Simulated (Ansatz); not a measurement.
**Smallest direct gap on the k points sampled of AlN (model structure, started from the BeO type, P4₂/mnm, No. 136, 8 atoms in the cell) at several levels of theory**

No measured value is used here.

Unless a cell is named, each level is at its own relaxed cell (LDA 10.63, PBEsol 10.89 Å³/atom).

Q: Put these levels in order of the smallest direct gap on the k points sampled that they give for AlN (model structure, started from the BeO type, P4₂/mnm, No. 136, 8 atoms in the cell), smallest first: HSE06 (Ansatz, a program for electronic structure), LDA (Ansatz), PBEsol (Ansatz), r²SCAN (Ansatz).

A: PBEsol (3.76 eV), LDA (4.01 eV), r²SCAN (4.44 eV), HSE06 (5.16 eV)

Computed values are for a static lattice.  Values are at the PBEsol cell; PBEsol at the level's own equilibrium cell; LDA at the level's own equilibrium cell. Cutoffs and k meshes differ between the levels. Ansatz's density-functional and Hartree–Fock values are scalar-relativistic unless marked +SOC, with PAW data made under PBE.

A model structure was made by putting elements into a prototype or built by hand; it is no filed structure, need not be a known phase, and can be a saddle point held by its symmetry.
